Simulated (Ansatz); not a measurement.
The parent structure is Bi$_{2}$Se$_{3}$ (space group R-3m, No. 166; a = 4.145 Å, c = 29.266 Å (hexagonal axes)).

Calculations: r2SCAN+rVV10, PAW, 500 eV (Ansatz, a program for electronic structure; no spin-orbit coupling).

Carriers are added at fixed cell with a uniform background; the Fermi–Dirac width is that of 300 K.

One change was made to it. Results:

| quantity | base | after |
|---|---|---|
| gap character | direct at Γ | direct at Γ |
| Fermi level relative to the doped band's edge (positive inside the band; to 0.05 eV) | – | +0.75 eV |
| gap between the host's bands | 0.60 eV | 0.83 eV |
| largest internal atomic displacement | – | 0.045 Å |

Question: Which change produced these results?
A. holes 1.0×10^22 cm⁻³
B. holes 2.0×10^21 cm⁻³
C. electrons 1.0×10^22 cm⁻³
D. electrons 5.0×10^21 cm⁻³

Answer: A, holes 1.0×10^22 cm⁻³. For comparison, the Fermi level from band edge in the other runs: electrons 5.0×10^21 cm⁻³ gives +1.05 eV; electrons 1.0×10^22 cm⁻³ gives +1.15 eV; holes 2.0×10^21 cm⁻³ gives +0.45 eV.

Carriers are added with a uniform compensating background; total energy and stress of such cells depend on the potential's zero and are not compared; many-body gap narrowing is missing at this level. With Bi present, leaving out spin-orbit coupling can change the band edges. No phonon test of stability was made.
